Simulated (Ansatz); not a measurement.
The cell is made up: elements placed on another compound's structure type, so the phase may be hypothetical.

```
BP
1.0
    7.84859     0.00000     0.00000
   -3.92430     6.79708     0.00000
    3.92430     2.26569     3.20417
B P
6 6
Direct
  0.75000   0.00000   0.75000
  0.25000   0.75000   0.75000
  0.75000   0.25000   0.25000
  0.25000   0.00000   0.25000
  0.50000   0.50000   0.25000
  0.50000   0.50000   0.75000
  0.25000   0.50000   0.75000
  0.75000   0.75000   0.75000
  0.25000   0.25000   0.25000
  0.75000   0.50000   0.25000
  0.50000   0.00000   0.25000
  0.50000   0.00000   0.75000
```

Space group of this cell: Pm-3n. The cell was relaxed by PBE-D3(BJ); by r2SCAN its mean pressure is 1.9 GPa.

Transport runs along the normal of the first two printed cell vectors.

No gap correction and no spin-orbit coupling; mid-gap values are interpolated between computed energies.

### Question
Estimate the band gap and the smallest decay constant κ at mid-gap that r2SCAN in Ansatz (a program for electronic structure) returns for this system.

### Answer
Gap 0.63 eV on a 10×10×10 mesh; κ = 0.152 1/Å, at the zone centre.
